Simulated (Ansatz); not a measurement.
Start from Zr in the hcp (Mg type) structure (space group P6_3/mmc, No. 194; a = 3.231 Å, c = 5.173 Å).

Structures relaxed with PBE/PAW in Ansatz (a program for electronic structure), no spin-orbit coupling.

Base:

Simulated powder pattern, Mo Kα, λ = 0.71073 Å (kinematic, ideal powder, no thermal factors, no anomalous dispersion; the 10 strongest lines at most, above 2 %, up to 2θ = 40°):

| 2θ (°) | I/Imax (%) | hkl |
|---|---|---|
| 14.59 | 23 | (100) |
| 15.79 | 25 | (002) |
| 16.60 | 100 | (101) |
| 21.57 | 16 | (102) |
| 25.41 | 20 | (110) |
| 28.02 | 23 | (103) |
| 30.06 | 24 | (112) |
| 30.51 | 17 | (201) |
| 33.57 | 4.3 | (202) |
| 38.18 | 8.5 | (203) |

Now apply this change: cell and atoms relaxed at a pressure of 75 GPa.

After the change:

Simulated powder pattern, Mo Kα, λ = 0.71073 Å (kinematic, ideal powder, no thermal factors, no anomalous dispersion; the 10 strongest lines at most, above 2 %, up to 2θ = 40°):

| 2θ (°) | d (Å) | I/Imax (%) | hkl |
|---|---|---|---|
| 16.98 | 2.408 | 32 | (002) |
| 17.44 | 2.343 | 22 | (100) |
| 19.42 | 2.107 | 100 | (101) |
| 24.43 | 1.679 | 17 | (102) |
| 30.45 | 1.353 | 18 | (110) |
| 31.13 | 1.324 | 25 | (103) |
| 34.34 | 1.204 | 4.0 | (004) |
| 35.07 | 1.180 | 23 | (112) |
| 36.38 | 1.139 | 15 | (201) |
| 38.76 | 1.071 | 4.1 | (104) |

The indices refer to the base's conventional cell; one index is shown for lines that coincide.

Load acts through the strain it causes; cell and atoms are relaxed under it. No phonon test of stability was made. The final runs are not spin-polarised. Measured, Zr leaves this structure (for the ω phase) near 3 GPa (temperature not stated; as listed in C. Cazorla, D. Alfè, M. J. Gillan, Physical Review B (2008)).
